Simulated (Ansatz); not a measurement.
PBE against PBEsol: hypothetical simple cubic Pd, pressure 10 GPa

Base system: Pd in the simple cubic structure (space group Pm-3m, No. 221; a = 2.614 Å; a hypothetical phase, not in the database extracts checked).

(Cell as relaxed with PBE.)

Levels (all Ansatz, an electronic-structure program, PAW): PBE (420 eV, no spin-orbit coupling); PBEsol (420 eV, without spin-orbit coupling).

Each level relaxes its own structure.

```csv
base,PBE,PBEsol
volume per atom,17.87 Å³,16.89 Å³
lattice parameter a,2.614 Å,2.566 Å
band gap,zero,zero
```

Now apply this change: a hydrostatic pressure of 10 GPa.

```tsv
quantity	PBE	PBEsol
lattice parameter a	2.555 Å	2.516 Å
band gap	zero	zero
```

PBE's lattice parameter a lies 0.039 Å above PBEsol's (1.5 %); the two agree on the band gap. Neither level is exact; PBEsol is the comparison here, not a measurement.

Load acts through the strain it causes; cell and atoms are relaxed under it. Whether these cells are dynamically stable was not tested. Competing high-pressure phases were not computed. All final runs are without spin polarisation. Pd has a high density of states at the Fermi level and may be magnetic at this level.
